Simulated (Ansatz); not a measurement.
Take Pb in the fcc (Cu type) structure (space group Fm-3m, No. 225; a = 4.9341 Å; relaxed with 0.1 eV smearing) as the base. Axes: x, y, z lie along the cube axes.

Structures relaxed with PBEsol/PAW in Ansatz (a program for electronic structure), without spin-orbit coupling.

Base:

Simulated powder pattern, Mo Kα, λ = 0.71073 Å (kinematic, ideal powder, no thermal factors, no anomalous dispersion; the 8 strongest lines at most, above 2 %, up to 2θ = 40°):

| 2θ (°) | I/Imax (%) | hkl |
|---|---|---|
| 14.33 | 100 | (111) |
| 16.56 | 52 | (200) |
| 23.51 | 42 | (220) |
| 27.64 | 53 | (311) |
| 28.89 | 15 | (222) |
| 33.49 | 7.4 | (400) |
| 36.59 | 22 | (331) |
| 37.58 | 21 | (420) |

It is then changed as follows: compressive biaxial strain of 1.50 % in the plane normal to [001], as in epitaxy on a mismatched substrate; the out-of-plane cell vector and the atoms relax.

Where do the lines fall after the change?


Simulated powder pattern, Mo Kα, λ = 0.71073 Å (kinematic, ideal powder, no thermal factors, no anomalous dispersion; the 8 strongest lines at most, above 2 %, up to 2θ = 40°):

```csv
2θ (°),I/Imax (%),hkl
14.37,100,(111)
16.18,19,(002)
16.82,34,(200)
23.42,28,(202)
27.20,19,(113)
27.97,34,(311)
28.98,15,(222)
36.50,15,(313)
```

The indices refer to the base's conventional cell; one index is shown for lines that coincide. The space group is now I4/mmm (No. 139).

No phonon test of stability was made.
